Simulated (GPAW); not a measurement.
A self-consistent single point of TaB2Mo (P1, 4 atoms in the cell) with GPAW.

Level of theory: LDA (Perdew-Wang 92), GPAW PAW datasets LDA (gpaw-data 1.0.1) (plane waves; GPAW).

The change in words: lattice scaled by 0.98. Reference geometry:
```yaml
crystal:
  lattice:
    - [3.12205, 0.00000, 0.00000]
    - [0.00000, 1.61160, 4.28446]
    - [0.00000, -1.61160, 4.28446]
  atoms:
    - { symbol: Ta, position: [0.97703, 0.15645, 0.12691] }
    - { symbol: B, position: [0.51208, 0.55067, 0.55236] }
    - { symbol: B, position: [0.01548, 0.45260, 0.42874] }
    - { symbol: Mo, position: [0.49541, 0.84029, 0.89198] }
```

Reference input (self-consistent single point, DFT LDA (Perdew-Wang 92), plane waves, GPAW PAW datasets LDA (gpaw-data 1.0.1)): mode = pw; ecut = 950 eV; xc = LDA; kpts = 7 7 7; mesh shift (steps) = 0 0 0; occupations.name = fermi-dirac; occupations.width = 0.1 eV; nbands = -8; convergence.forces = 0.001 eV/Å; symmetry.symmorphic = false; symmetry.tolerance = 0.0005; maxiter = 150. This run's input differs from it in these lines:

```diff
@@ -5,5 +5,5 @@
 atoms = Atoms(['Ta', 'B', 'B', 'Mo'],
-              cell=[[3.122050, 0.000000, 0.000000],
-                    [0.000000, 1.611605, 4.284455],
-                    [0.000000, -1.611605, 4.284455]],
+              cell=[[3.059609, 0.000000, 0.000000],
+                    [0.000000, 1.579373, 4.198766],
+                    [0.000000, -1.579373, 4.198766]],
               scaled_positions=[[-0.022971, 0.156445, 0.126907],
```

Output (repeated stretches shortened):

```
     iter     time        total  log10-change:
                         energy   eigst   dens  force
iter:   1 --:--:--   -45.209739
iter:   2 --:--:--   -43.885087   -0.69  -1.04
iter:   3 --:--:--   -41.070086   -0.16  -1.10
iter:   4 --:--:--   -40.944932   -1.22  -1.47
iter:   5 --:--:--   -40.886705   -1.52  -1.57
iter:   6 --:--:--   -41.054500   -1.22  -1.73
iter:   7 --:--:--   -40.863200   -1.95  -1.74
iter:   8 --:--:--   -40.862109   -2.79  -2.26
iter:   9 --:--:--   -40.863531c  -2.61  -2.31
iter:  10 --:--:--   -40.852250c  -2.86  -2.38
iter:  11 --:--:--   -40.851964c  -3.47  -2.90
iter:  12 --:--:--   -40.852095c  -4.60  -2.99
iter:  13 --:--:--   -40.851945c  -4.10  -3.07
   [... 4 lines left out ...]
iter:  18 --:--:--   -40.851788c  -6.31  -3.54
iter:  19 --:--:--   -40.851810c  -5.91  -3.58
iter:  20 --:--:--   -40.851809c  -6.38  -3.89
iter:  21 --:--:--   -40.851808c  -6.95  -3.95
iter:  22 --:--:--   -40.851806c  -6.56  -4.02c
iter:  23 --:--:--   -40.851806c  -7.07  -4.17c
iter:  24 --:--:--   -40.851804c  -7.16  -4.27c
iter:  25 --:--:--   -40.851804c  -7.82c -4.47c
iter:  26 --:--:--   -40.851804c  -7.68c -4.56c -2.43
iter:  27 --:--:--   -40.851804c  -8.60c -4.89c -3.39c
Converged after 27 iterations.

Dipole moment: (0.317966, 0.002438, 0.410630) |e|*Ang

Energy contributions relative to reference atoms: (reference = -535267.361187)

Kinetic:        +36.743305
Potential:      -35.537984
External:        +0.000000
XC:             -41.480086
Entropy (-ST):   -0.045548
Local:           -0.554265
SIC:             +0.000000
--------------------------
Free energy:    -40.874578
Extrapolated:   -40.851804

Showing only first 2 kpts
 Kpt  Band  Eigenvalues  Occupancy
  0    14     12.49172    2.00000
  0    15     14.00380    1.96556
  0    16     14.15814    1.84840
  0    17     14.91018    0.01313

  1    14     12.31839    2.00000
  1    15     12.99902    2.00000
  1    16     14.10988    1.90364
  1    17     14.67481    0.13003

Fermi level: 14.40822

No gap
No difference between direct/indirect transitions
Energy (eV): -40.851804

Forces in eV/Ang:
  0 Ta    1.47727   -1.14102    2.01781
  1 B    -0.91682   -0.03649    0.99529
  2 B    -0.72426   -1.02141   -0.17166
  3 Mo    0.16416    2.19886   -2.84060

Stress tensor:
    -0.076770     0.001124    -0.012344
     0.001124    -0.099169     0.026248
    -0.012344     0.026248    -0.110479
Stress (GPa, Voigt): [-12.2999 -15.8886 -17.7006   4.2054  -1.9777   0.1801]
```

The run converged in 27 iterations. GPAW prints stress with tension positive. Against the reference run the free energy rises by 18.5 meV/atom and the largest force goes from 2.807 to 3.596 eV/Å.

At such cutoffs GPAW's stress carries a finite-basis (Pulay) error, which enters relaxed cells too; its log prints stress with tension positive.

The starting cell comes from a database of computed structures (which also holds hypothetical and non-ambient phases and stackings), without a prior relaxation at this level. Its atoms were displaced at random from the sites of space group no. 38. For this run, on top of that: lattice scaled by 0.98. Spin polarisation is off. Forces in this geometry exceed 1 eV/Å.

Cost on one core of a shared machine: roughly 6 min.
